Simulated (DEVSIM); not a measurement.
Device: Mo/Al2O3/n-Ge capacitor, at 250 K.

| layer (left to right) | material | thickness (nm) | Nd (cm⁻³) |
|---|---|---|---|
| 1 | Al2O3 | 15.0 | - |
| 2 | Ge | 18000 | 1.1e15 |

Metal gate on the left, work function 4.6 eV. Fixed charge at the semiconductor interface 2.9e12 cm⁻² (in units of +e); interface traps 3.5e11 cm⁻² eV⁻¹, uniform in energy, neutral level at 0.5 of the gap above the valence band.

This is a model device: material constants are rounded textbook-type values typed into the input, and sizes, dopings and lifetimes were drawn at random. Values at 300 K; Nc and Nv go as T^1.5, mobilities as T to minus their exponent, the gap by Varshni's rule with the affinity fixed.

```
parameter         Al2O3        Ge
----------------  -----  --------
gap (eV)            6.8     0.664
affinity (eV)      1.35         4
permittivity          9        16
Nc (cm⁻³)             -   1.04e19
Nv (cm⁻³)             -      6e18
Varshni α (eV/K)      -  0.000477
Varshni β (K)         -       235
```

DEVSIM, 1D Poisson equation in equilibrium, Boltzmann statistics, complete ionisation; no quantum confinement or tunnelling. Metal contacts follow the ideal Schottky-Mott rule: no Fermi-level pinning, no interface dipoles.

Base results: flat-band voltage (V) -0.45; threshold voltage (band bending 2φF) (V) -0.82; minimum of the low-frequency capacitance (μF/cm²) 0.0701; capacitance of the dielectric stack (μF/cm²) 0.531.

Q: What follows from this one change: gate work function 4.6 → 4.75 eV?

A: flat-band voltage -0.45 → -0.30 V; threshold voltage (band bending 2φF) -0.82 → -0.67 V; minimum of the low-frequency capacitance little changed (0.0701 μF/cm²); capacitance of the dielectric stack little changed (0.531 μF/cm²).

Q: What follows from this one change: Al2O3 thickness 0.015 → 0.018 μm?

A: flat-band voltage -0.45 → -0.62 V; threshold voltage (band bending 2φF) -0.82 → -1.00 V; minimum of the low-frequency capacitance 0.0701 → 0.0686 μF/cm²; capacitance of the dielectric stack 0.531 → 0.443 μF/cm².

Q: What follows from this one change: substrate doping 1.1e+15 → 2.2e+15 cm^-3?

A: flat-band voltage -0.45 → -0.43 V; threshold voltage (band bending 2φF) -0.82 → -0.85 V; minimum of the low-frequency capacitance 0.0701 → 0.0763 μF/cm²; capacitance of the dielectric stack little changed (0.531 μF/cm²).

Q: What follows from this one change: fixed charge 2.9e+12 → 3.275e+12 cm^-2?

A: flat-band voltage -0.45 → -0.56 V; threshold voltage (band bending 2φF) -0.82 → -0.93 V; minimum of the low-frequency capacitance little changed (0.0701 μF/cm²); capacitance of the dielectric stack little changed (0.531 μF/cm²).
